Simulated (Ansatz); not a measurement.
Subject: the energy of the reaction as written. Reaction: 1/2 cell B + 1/2 N2 (gas) → cell A. The sign is products less reactants.

Cell A: a slab of composition Al7N2 built on Al (fcc, Fm-3m) (111), with 5 atoms on that crystal's sites, 9 atoms, hexagonal cell of 2.86 Å (7.1 Å²), symmetry P-3m1 within 0.02 Å, 16.1 Å thick under 16 Å of vacuum, in-plane vectors held at the crystal's; planes from bottom to top: AlN | Al × 5 | AlN, in three parts with no bond between them, 3.1 Å apart at the widest; foreign atoms: two times N bound to 3 Al at 1.67 Å; spin state with PBE: run without spin, k-point mesh 18×18×1.
```
Al7N2
1.0
    2.85711     0.00000     0.00000
    1.42856     2.47433     0.00000
    0.00000     0.00000    31.70772
Al N
7 2
Direct
  0.00000   0.00000   0.25348
  0.33333   0.33333   0.35173
  0.66667   0.66667   0.42641
  0.00000   0.00000   0.50000
  0.33333   0.33333   0.57359
  0.66667   0.66667   0.64827
  0.00000   0.00000   0.74652
  0.33333   0.33333   0.75420
  0.66667   0.66667   0.24580
```

Cell B: a slab of composition Al14N2 built on Al (fcc, Fm-3m) (111), with 12 atoms on that crystal's sites, 16 atoms, oblique cell of 5.71 × 2.86 Å (14.1 Å²), symmetry P2/m within 0.02 Å, 15.8 Å thick under 16 Å of vacuum, in-plane vectors held at the crystal's; planes from bottom to top: AlN | Al | Al2 × 5 | Al | AlN; foreign atoms: two times N bound to 3 Al at 1.79–1.81 Å; spin state with PBE: run without spin, k-point mesh 9×18×1.
```
Al7N
1.0
    5.71423     0.00000     0.00000
    1.42856     2.47433     0.00000
    0.00000     0.00000    31.70772
Al N
14 2
Direct
  0.05539   0.94461   0.26196
  0.16535   0.33465   0.35111
  0.83772   0.66228   0.42654
  0.00000   0.00000   0.50000
  0.16228   0.33772   0.57346
  0.83465   0.66535   0.64889
  0.94461   0.05539   0.73804
  0.52371   0.97629   0.27773
  0.66949   0.33051   0.35335
  0.33673   0.66327   0.42548
  0.50000   0.00000   0.50000
  0.66327   0.33673   0.57452
  0.33051   0.66949   0.64665
  0.47629   0.02371   0.72227
  0.15115   0.34885   0.74836
  0.84885   0.65115   0.25164
```

Reference: an isolated N2 molecule (singlet) in a box of 11 × 11 × 13 Å.

Computed with Ansatz (plane waves, PAW), its PAW set soft_1, cutoff 420 eV, 500 eV for r2SCAN. The structures are at rest with PBE, within the held lattices; other levels are single points on them. Neutral cells; Fermi-Dirac smearing of at most 0.10 eV in the solids, energies taken to zero width. The lattices are those relaxed with PBE or held as stated, so at other levels the solids can be strained, which adds to the spread. A dispersion term (D3(BJ), or D4 for r2SCAN) was computed beside these levels and is taken off wherever the name lacks it. Space groups of crystals are read within 0.01 Å. Static lattices, no vibrational contributions. The structures are the rest points that the relaxations reached, not proven lowest. Values are for these cell sizes. Cell A has symmetry P-3m1 within 0.02 Å and got no random move, so less symmetric positions, which may lie lower, weren't tried. Cell B has symmetry P2/m within 0.02 Å and got no random move, so less symmetric positions, which may lie lower, weren't tried.

Q: Estimate the value that PBE returns for this input.

A: -0.49 eV, for 1/2 cell B + 1/2 N2 (gas) → cell A.

Q: How does the value move with the functional?

A: 
```
Level   value (eV)  less PBE
------  ----------  --------
r2SCAN       -1.13     -0.64
```

The levels shown span 0.64 eV, from r2SCAN (-1.13) to PBE (-0.49).

Ansatz is a first-principles code.
